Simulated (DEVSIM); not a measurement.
Structure: Ni/SiO2/p-GaSb capacitor, at 300 K.

| layer (left to right) | material | thickness (nm) | Na (cm⁻³) |
|---|---|---|---|
| 1 | SiO2 | 1.70 | - |
| 2 | GaSb | 1400 | 1.8e17 |

Metal gate on the left, work function 5.1 eV. Fixed charge at the semiconductor interface 0 cm⁻² (in units of +e); interface traps 2.5e10 cm⁻² eV⁻¹, uniform in energy, neutral level at 0.5 of the gap above the valence band.

Constants are typed, rounded textbook-type inputs, not results; the design itself was drawn at random and stands for no fabricated device. Values at 300 K; Nc and Nv go as T^1.5, mobilities as T to minus their exponent, the gap by Varshni's rule with the affinity fixed.

| parameter | SiO2 | GaSb |
|---|---|---|
| gap (eV) | 9 | 0.726 |
| affinity (eV) | 0.9 | 4.06 |
| permittivity | 3.9 | 15.7 |
| Nc (cm⁻³) | - | 2.1e17 |
| Nv (cm⁻³) | - | 1.8e19 |
| Varshni α (eV/K) | - | 0.00042 |
| Varshni β (K) | - | 140 |

Simulated with DEVSIM: 1D Poisson equation in equilibrium, Boltzmann statistics, complete ionisation; no quantum confinement or tunnelling. Metal contacts follow the ideal Schottky-Mott rule: no Fermi-level pinning, no interface dipoles.

Base results: minimum of the low-frequency capacitance (μF/cm²) 0.193; flat-band voltage (V) 0.43; capacitance of the dielectric stack (μF/cm²) 2.03.

### Question
What follows from this one change: fixed charge 0 → -3.3e+12 cm^-2?

### Answer
minimum of the low-frequency capacitance little changed (0.193 μF/cm²); flat-band voltage 0.43 → 0.69 V; capacitance of the dielectric stack little changed (2.03 μF/cm²).

### Question
What follows from this one change: temperature 300 → 350 K?

### Answer
minimum of the low-frequency capacitance 0.193 → 0.208 μF/cm²; flat-band voltage 0.43 → 0.48 V; capacitance of the dielectric stack little changed (2.03 μF/cm²).

### Question
What follows from this one change: gate work function 5.1 → 5.4 eV?

### Answer
minimum of the low-frequency capacitance little changed (0.193 μF/cm²); flat-band voltage 0.43 → 0.73 V; capacitance of the dielectric stack little changed (2.03 μF/cm²).

### Question
What follows from this one change: substrate doping 1.8e+17 → 3.6e+16 cm^-3?

### Answer
minimum of the low-frequency capacitance 0.193 → 0.101 μF/cm²; flat-band voltage 0.43 → 0.47 V; capacitance of the dielectric stack little changed (2.03 μF/cm²).
